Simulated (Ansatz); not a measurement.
A computed series for Al12W: pressure series

Take Al$_{12}$W (space group Im-3, No. 204; a = 7.538 Å) as the base.

Cell and atoms are relaxed at each pressure.

Calculations: Ansatz (an electronic-structure program) PBEsol, spin-orbit coupling left out.

```tsv
P (GPa)	V (Å³/atom)
-2.01	16.835
-1.00	16.649
0.30	16.426
0.70	16.360
1.49	16.234
3.00	16.007
4.99	15.732
7.48	15.418
9.99	15.133
```

Question: Fit a third-order Birch–Murnaghan equation of state.

Answer: Least squares on P(V) = (3B₀/2)[(V₀/V)^(7/3) − (V₀/V)^(5/3)]·[1 + (3/4)(B₀′ − 4)((V₀/V)^(2/3) − 1)] gives V₀ = 16.48 Å³/atom, B₀ = 98 GPa and B₀′ = 4.4.

Load acts through the strain it causes; cell and atoms are relaxed under it. Whether these cells are dynamically stable was not tested. No other phases were tried under pressure. All final runs are without spin polarisation.
